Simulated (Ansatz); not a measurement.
**NbRu (Cmmm, No. 65, 2 atoms in the cell; start mp-1220325)**

These are r²SCAN in Ansatz (PAW) values and carry that method's errors.

Settings: plane-wave cutoff 560 eV, 20×20×14 k mesh (along the axes of the cell as run), Fermi–Dirac smearing 0.05 eV, no spin polarisation, scalar-relativistic PAW data made under PBE.

Cell (relaxed at this level):

```
NbRu
1.0
    2.30566    -1.63430     0.00393
    2.30566     1.63430     0.00393
   -0.00720     0.00000     4.18152
Nb Ru
1 1
Direct
  0.00000   0.00000   0.00000
  0.50000   0.50000   0.50000
```

```
Property          Result
---------------  -------
bulk modulus B0  231 GPa
```

Note: the run has no spin polarisation, so it can have missed a magnetic state; the bulk modulus is −V dP/dV from two relaxed cells at ±2 % in volume; the relaxation could not lower the start's symmetry, so the cell can be a saddle point above a distorted one.

A start named mp-… is a Materials Project structure, which need not be a measured phase.

Ansatz is a program for electronic structure.
